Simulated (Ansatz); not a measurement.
**Equilibrium lattice constant a of YSi (model structure, started from the rocksalt type, Fm-3m, No. 225, 2 atoms in the cell) at several levels of theory**

No measured value is used here.

```tsv
level (code)	value (Å)
PBE (Ansatz)	___
PBEsol (Ansatz)	5.743
PBE-D3(BJ) (Ansatz)	5.747
r²SCAN (Ansatz)	5.835
```

### Question
What belongs in the gaps?

### Answer

- PBE (Ansatz, a quantum-chemistry and plane-wave program), value (Å): 5.815

The crystal itself was run without spin with PBE, PBEsol, PBE-D3(BJ), r²SCAN; a magnetic state was not tried in these runs. Ansatz's density-functional and Hartree–Fock values are scalar-relativistic unless marked +SOC, with PAW data made under PBE.

A model structure was made by putting elements into a prototype or built by hand; it is no filed structure, need not be a known phase, and can be a saddle point held by its symmetry.
